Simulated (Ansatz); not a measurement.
Consider GaN in the wurtzite structure (space group P6_3mc, No. 186; a = 3.183 Å, c = 5.184 Å). Axes: x lies along a and z along c of the hexagonal cell.

It is then changed as follows: biaxial strain +0.82 %, plane normal [001], relaxed out of plane (Cartesian); in-plane vectors clamped, the third vector and the atoms free.

Levels (all Ansatz, a first-principles code, PAW, earlier PAW set): r2SCAN (500 eV, spin-orbit coupling left out); HSE06 (420 eV, no spin-orbit coupling).

The geometry is relaxed with r2SCAN.

```
Item              Result
---------------  -------
r2SCAN band gap  2.27 eV
```

With HSE06 at the same geometry, the band gap rises by 0.84 eV (2.27 eV → 3.11 eV).

Single points use the geometry relaxed with r2SCAN. Stability against distortions was not tested.
